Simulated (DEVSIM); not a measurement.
Device: abrupt Si p-n junction, at 300 K.

```tsv
layer (left to right)	material	thickness (μm)	Nd (cm⁻³)	Na (cm⁻³)	τn (s)	τp (s)
1	Si	74.0	-	6e18	1.8e-7	1.8e-7
2	Si	53.0	2.6e17	-	1.8e-7	1.8e-7
```

Left contact: ohmic. Right contact: ohmic. Voltage is applied to the left contact. Recombination: SRH at mid-gap, Auger. Mobility is constant in doping.

The device is made up for the run: typed textbook-type constants, with dimensions and the other settings drawn at random. Values at 300 K.

| parameter | Si |
|---|---|
| gap (eV) | 1.124 |
| affinity (eV) | 4.05 |
| permittivity | 11.7 |
| Nc (cm⁻³) | 2.86e19 |
| Nv (cm⁻³) | 3.1e19 |
| μn (cm²/Vs) | 1417 |
| μp (cm²/Vs) | 470 |
| Cn (cm⁶/s) | 2.8e-31 |
| Cp (cm⁶/s) | 9.9e-32 |

Model (solved in DEVSIM): 1D drift-diffusion, Boltzmann statistics, complete ionisation; no tunnelling, impact ionisation, image-force lowering or self-heating.

The minority lifetime in layer 1 was swept, all else fixed.

| minority lifetime in layer 1 (s) | dark forward voltage at 100 A/cm² (V) | dark forward voltage at 1 A/cm² (V) |
|---|---|---|
| 5.4e-9 | 0.849 | 0.719 |
| 1.8e-8 | 0.854 | 0.722 |
| 5.4e-8 | 0.856 | 0.724 |
| 1.8e-7 | 0.858 | 0.726 |
| 5.4e-7 | 0.859 | 0.726 |
| 1.8e-6 | 0.859 | 0.726 |
| 5.4e-6 | 0.859 | 0.726 |

From the first row to the last the dark forward voltage at 100 A/cm² goes from 0.849 to 0.859. From the first row to the last the dark forward voltage at 1 A/cm² goes from 0.719 to 0.726.
